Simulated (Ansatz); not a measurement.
Phonon-limited transport in ZrGeTe (P4/nmm)

Here is the system:

```
CELL_PARAMETERS angstrom
      3.81995     0.00000     0.00000
      0.00000     3.81995     0.00000
      0.00000     0.00000     8.47452
ATOMIC_POSITIONS crystal
  Zr 0.50000 0.00000 0.24827
  Zr 0.00000 0.50000 0.75173
  Ge 0.00000 0.00000 0.00000
  Ge 0.50000 0.50000 0.00000
  Te 0.50000 0.00000 0.62050
  Te 0.00000 0.50000 0.37950
```

Calculation: LDA, DFPT electron-phonon coupling, linearised Boltzmann equation (plane waves, PAW, scalar-relativistic; Ansatz, an electronic-structure program). How the cell was made: relaxed with this functional, without spin-orbit coupling.

```yaml
resistivity at 500 K: 43 (x), 43 (y), 199 (z) μΩ·cm
```

A metal at this level (no band gap). Only scattering by harmonic phonons is included (no impurities, grain boundaries, electron-electron scattering or thermal expansion). Spin-orbit coupling is left out. Values near or above 100 μΩ·cm, or paths under about 2 nm, lie near resistivity saturation, where the Boltzmann equation overshoots. Halving the electron mesh (24x24x12) moves the resistivity by up to 12 % at 500 K. Smearing 0.20 eV; phonons on a 4x4x2 q mesh, which this run doesn't test.

Computed structure with no diffraction record at hand here (it may be known, metastable or hypothetical): ZrGeTe (P4/nmm).
